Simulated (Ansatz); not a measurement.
# Evanescent states of MgO (Fm-3m, rock salt, 2 atoms a cell, 9.2 Å³ an atom) along the normal of (001)

Calculation: r2SCAN (plane waves, PAW; Ansatz, a first-principles code).

No gap correction and no spin-orbit coupling; mid-gap is the computed energy nearest the middle.

Energies count from the valence-band top; κ is the least over a 10×10 mesh across the current.

```tsv
E (eV)	κ (1/Å)	where
0.14	0.120	Γ
0.41	0.201	Γ
0.68	0.251	Γ
0.94	0.288	Γ
1.22	0.315	Γ
1.49	0.336	Γ
1.75	0.352	Γ
2.02	0.363	Γ
2.29	0.371	Γ
2.56	0.375	Γ
2.83	0.377	Γ
3.10	0.374	Γ
3.38	0.369	Γ
3.65	0.361	Γ
3.92	0.348	Γ
4.18	0.332	Γ
4.46	0.312	Γ
4.72	0.286	Γ
5.00	0.252	Γ
5.26	0.208	Γ
5.54	0.144	Γ
```

Task: How thick must the barrier be to attenuate the transmission by 10^4 when the electrodes' Fermi level lies at 3.65 eV, and what attenuation does that film give at 4.18 eV?

Result: d = 4 ln 10 / (2 × 0.361) = 12.8 Å. At 4.18 eV it gives 4 × 0.332/0.361 = 3.7 decades.
